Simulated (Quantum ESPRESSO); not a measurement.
A self-consistent single point of SnO₂ (R-3m, 3 atoms in the cell) with Quantum ESPRESSO.

Method: LDA (PZ), GBRV 1.5 ultrasoft (LDA) pseudopotentials (plane waves; Quantum ESPRESSO 7.5).

The change in words: lattice scaled by 0.98. Reference geometry:
```
CELL_PARAMETERS angstrom
      1.61709    -0.93363     4.80059
      0.00000     1.86726     4.80059
     -1.61709    -0.93363     4.80059
ATOMIC_POSITIONS crystal
  Sn 0.50000 0.50000 0.50000
  O  0.23717 0.23717 0.23717
  O  0.76283 0.76283 0.76283
```

Reference input (self-consistent single point, DFT, LDA (PZ), plane waves, GBRV 1.5 ultrasoft (LDA) pseudopotentials): ecutwfc = 40 Ry; ecutrho = 200 Ry; occupations = smearing; smearing = fd; degauss = 0.000734986 Ry; potentials = {Sn: sn_lda_v1.4.uspp.F.UPF, O: o_lda_v1.2.uspp.F.UPF}; K_POINTS = automatic 12 12 12 0 0 0; conv_thr = 1e-10 Ry; mixing_beta = 0.7. This run's input differs from it in these lines:

```diff
@@ -10,4 +10,4 @@
    ibrav = 5
-   A = 5.150956604
-   cosAB = 0.80288250401
+   A = 5.047937296
+   cosAB = 0.80288251710
    nat = 3
```

Log, with long lists cut:

```
     Self-consistent Calculation

     iteration #  1     ecut=    40.00 Ry     beta= 0.70

     total energy              =    -223.13705401 Ry
     estimated scf accuracy    <       0.79931839 Ry

     iteration #  2     ecut=    40.00 Ry     beta= 0.70

     total energy              =    -223.34743516 Ry
     estimated scf accuracy    <       0.76328719 Ry

     iteration #  3     ecut=    40.00 Ry     beta= 0.70

     total energy              =    -223.50513469 Ry
     estimated scf accuracy    <       0.00895849 Ry

   [... 6 blocks of this kind left out ...]

     iteration # 10     ecut=    40.00 Ry     beta= 0.70

     total energy              =    -223.50784369 Ry
     estimated scf accuracy    <          2.4E-10 Ry

     iteration # 11     ecut=    40.00 Ry     beta= 0.70
     End of self-consistent calculation

     Number of k-points >= 100: set verbosity='high' to print the bands.

     the Fermi energy is     6.8838 ev

!    total energy              =    -223.50784369 Ry
     estimated scf accuracy    <          7.3E-12 Ry
     smearing contrib. (-TS)   =       0.00000000 Ry
     internal energy E=F+TS    =    -223.50784369 Ry

     convergence has been achieved in  11 iterations

     Forces acting on atoms (cartesian axes, Ry/au):

     atom    1 type  1   force =    -0.00000000    0.00000000    0.00000000
     atom    2 type  2   force =    -0.00000000   -0.00000000    0.00148271
     atom    3 type  2   force =    -0.00000000   -0.00000000   -0.00148271

     Total force =     0.002097     Total SCF correction =     0.000000

          total   stress  (Ry/bohr**3)                   (kbar)     P=        1.98
   0.00008855   0.00000000  -0.00000000           13.03        0.00       -0.00
   0.00000000   0.00008855   0.00000000            0.00       13.03        0.00
   0.00000000   0.00000000  -0.00013668            0.00        0.00      -20.11

   JOB DONE.
```

The run converged in 11 iterations. Against the reference run the free energy falls by 23.4 meV/atom, the pressure goes from -8.72 to 0.20 GPa, the largest force goes from 0.629 to 0.038 eV/Å and the gap on the mesh goes from 1.768 to 2.177 eV.

The starting cell comes from a database of computed structures (which also holds hypothetical and non-ambient phases and stackings), without a prior relaxation at this level. For this run, on top of that: lattice scaled by 0.98.

Cost on one core of a shared machine: roughly 2 min.
